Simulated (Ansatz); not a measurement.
A self-consistent single point of BaPbO₃ (C2/m, 10 atoms in the cell) with Ansatz (a program for electronic structure).

Method of the run: PBEsol, default PAW files made with PBE (plane waves; Ansatz).

```xyz
10
Lattice="4.2655 -4.2404 0.0000 4.2655 4.2404 0.0000 -4.2246 0.0000 4.2772" Properties=species:S:1:pos:R:3 pbc="T T T"
O      4.2655    -1.8955     0.0000
O      4.2655     1.8955     0.0000
Ba     2.1642     0.0000     4.2592
Ba     2.1423     0.0000     0.0180
Pb     0.0205     2.1202     2.1386
Pb     0.0205    -2.1202     2.1386
O      4.5543     0.0000     2.3627
O     -0.2478     0.0000     1.9145
O      2.1532     1.8234     2.1386
O      2.1532    -1.8234     2.1386
```

Reference input (self-consistent single point, DFT, PBEsol, plane waves, default PAW files made with PBE): basis.ecutwfc = 420 eV; kpoints.mp_grid.grid = 5 5 6; hamiltonian.xc = pbesol; hamiltonian.pseudopotentials = {kind: paw} (the program's default PAW files); scf.occupations.method = methfessel_paxton; scf.occupations.width = 0.272 eV. This run's input differs from it in these lines:

Ansatz 0.2 input:
```diff
@@ -24,3 +24,3 @@
 scf:
-  occupations: { method: methfessel_paxton, width: 0.272 }
+  occupations: { method: tetrahedron }
 output:
```

Output (repeated stretches shortened):

```
SCF iter   1: F=—  HF=-38602.602565 eV  |F-HF|=—  |Δ(HF+E_count)|=         —  Δρ=1.58e-2  dr2=3.32e-1  ethr=1.77e-3  ⟨swp⟩=10.7  Hψ=14037  notcnv=0  defer=7
all-band conjugate gradients solve this SCF's bands
preconditioner: auto → Resta (q_TF=auto, 2.464 Å⁻¹)
SCF iter   2: F=—  HF=-38602.517799 eV  |F-HF|=—  |Δ(HF+E_count)|=   8.48e-2  Δρ=3.90e-3  dr2=1.20e-2  ethr=3.96e-4  ⟨swp⟩=3.5  Hψ=4709  notcnv=0  defer=177
   [... lines left out ...]
SCF iter   9: F=—  HF=-38602.515365 eV  |F-HF|=—  |Δ(HF+E_count)|=   1.59e-7  Δρ=1.16e-5  dr2=2.04e-7  ethr=1.10e-9  ⟨swp⟩=2.4  Hψ=3259  notcnv=0  defer=178
SCF iter  10: F=-38602.515365 eV  HF=-38602.515365 eV  |F-HF|=9.00e-9  |Δ(HF+E_count)|=   2.84e-8  Δρ=2.75e-6  dr2=1.09e-8  ethr=1.19e-10  ⟨swp⟩=11.6  Hψ=12436  notcnv=0
the band table was not solved further: it holds the bands as the self-consistency loop left them (on a frozen-density pass, as that pass's own solve left …
SCF 1 converged in 10 iterations: F = -38602.515365 eV  dr2 = 1.09e-8
Stability not checked (fill_not_monotonic)
Free energy (F): -38602.515365 eV
Internal energy: -38602.515365 eV  (E = F + TS)
E sigma→0 (E₀):  -38602.515365 eV
Fermi energy:    9.169262 eV
--- Forces (eV/Å), atoms counted from 1 ---
  atom   1  O     -0.00000000     0.18547767    -0.00000000
  atom   2  O      0.00000000    -0.18547767     0.00000000
  atom   3  Ba    -0.03016594     0.00000000    -0.00186680
  atom   4  Ba     0.03016594    -0.00000000     0.00186680
  atom   5  Pb     0.00000000     0.00000000    -0.00000000
   [... lines left out ...]
  atom  10  O     -0.00000000     0.13876314    -0.00000000
--- Stress (GPa, compression-positive) ---
        1.242651       0.000000       0.082264
        0.000000       1.624596      -0.000000
        0.082264      -0.000000       1.629382
  P = ⅓ Tr σ = 1.4989 GPa (14.989 kbar)
  The stress holds the Pulay correction. Without it, at fixed plane waves, as pw.x and ABINIT print it: P = 0.9853 GPa
```

The run converged in 10 iterations. Against the reference run the free energy drops by 1.6 meV/atom, the pressure goes from 1.34 to 1.50 GPa and the largest force hardly changes (0.184 to 0.185 eV/Å).

The starting cell comes from a database of published, mostly measured structures (it also holds non-ambient and calculated ones), without a prior relaxation at this level. Ansatz's pressure includes its estimate of the finite-basis (Pulay) stress. Without the estimate this run gives 0.99 GPa.
